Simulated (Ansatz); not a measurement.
Input:

End structure of a constructed model of the (0001) surface of hcp Re, a pseudomorphic layer of Pd in the host's stacking (bottom of the slab: a bare face, its two planes held):

```xyz
7
Lattice="2.7757 0.0000 0.0000 -1.3879 2.4038 0.0000 0.0000 0.0000 30.0000" Properties=species:S:1:pos:R:3 pbc="T T T"
Re     1.3879     0.8013     8.1188
Re     0.0000     1.6026    10.3594
Re     1.3879     0.8013    12.6395
Re     0.0000     1.6026    14.8315
Re     1.3879     0.8013    17.1306
Re     0.0000     1.6026    19.2889
Pd     1.3879     0.8013    21.5155
```

Model: 7-atom slab, 13.8 Å thick at the start, 15x15x1 mesh, Fermi-Dirac 0.1 eV, dipole correction, 2 atoms held, the rest relaxed; start symmetry kept, larger cells not searched; no spin, no spin-orbit, no U. It is one candidate, not shown to be the stable structure of the face.

Problem. Give the work function of the top face at the level PBE (Ansatz, an electronic-structure program).

Solution. 4.59 eV
